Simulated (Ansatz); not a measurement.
Start from Ti in the hcp (Mg type) structure (space group P6_3/mmc, No. 194; a = 2.936 Å, c = 4.640 Å; relaxed with 0.1 eV smearing). Axes: x lies along a and z along c of the hexagonal cell.

Level of theory: r2SCAN/PAW in Ansatz (a first-principles code), no spin-orbit coupling.

Perturbation: the cell is stretched by 1.50 % along z with no lateral relaxation, atoms relaxed at fixed cell.

**Question.** Estimate the effect on the stress and energy relative to the base.

**Answer.** The stress (xx, yy, zz, yz, xz, xy; compression positive) is (-1.1, -1.1, -2.8, 0.0, 0.0, 0.0) GPa; the energy grows by 2.3 meV/atom.

The cells carry an imposed strain or load. Whether these cells are dynamically stable was not tested. All final runs are without spin polarisation.
